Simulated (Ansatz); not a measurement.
Base system: MgS in the rock salt structure (space group Fm-3m, No. 225; a = 5.182 Å).

The change: cell and atoms relaxed at a pressure of 0.3 GPa.

Levels (all Ansatz, a quantum-chemistry and plane-wave program, PAW): PBEsol (420 eV, no SOC); r2SCAN (500 eV, without spin-orbit coupling); HSE06 (420 eV, no SOC).

At the geometry relaxed with PBEsol, these levels gave the following band gaps, in shuffled order: (a) 3.50 eV, (b) 2.73 eV, (c) 3.84 eV.

### Question
Match each gap to its level.

### Answer
(a) r2SCAN; (b) PBEsol; (c) HSE06.

Single points use the geometry relaxed with PBEsol. The hybrid gap comes from the SCF mesh plus the semilocal run's edge points and a few special points and is an upper bound. Load acts through the strain it causes; cell and atoms are relaxed under it. Stability against distortions was not tested.
